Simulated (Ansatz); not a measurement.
```
BN
1.0
    2.50046     0.00000     0.00000
   -1.25023     2.16546     0.00000
    0.00000     0.00000     6.60404
B N
2 2
Cartesian
  1.25023   0.72182   1.65101
  0.00000   1.44364   4.95303
  0.00000   1.44364   1.65101
  1.25023   0.72182   4.95303
```

No spin polarisation.

Level of theory: PBEsol-D3(BJ), PAW, 420 eV (Ansatz, a first-principles code; spin-orbit coupling left out). k-mesh 15×15×5 (Γ-centred); smearing 0.05 eV (Fermi–Dirac).

**Question.** What is the computed gap character?

**Answer.** Indirect, k = (0.267, 1/3, 0) in the run's primitive reciprocal basis → M.

**Question.** Predict the pressure (mean of the normal stresses, compression positive).

**Answer.** -0.29 GPa.

**Question.** Predict the space group.

**Answer.** P6_3/mmc (No. 194).

**Question.** Predict the smallest direct gap.

**Answer.** 4.59 eV.

The cells carry an imposed strain or load. Stability against distortions was not tested. The cell was made from BN (space group P6_3/mmc, No. 194; layered, stacked along the Cartesian z axis) by this change: uniaxial strain ε_zz = +3.00 %.
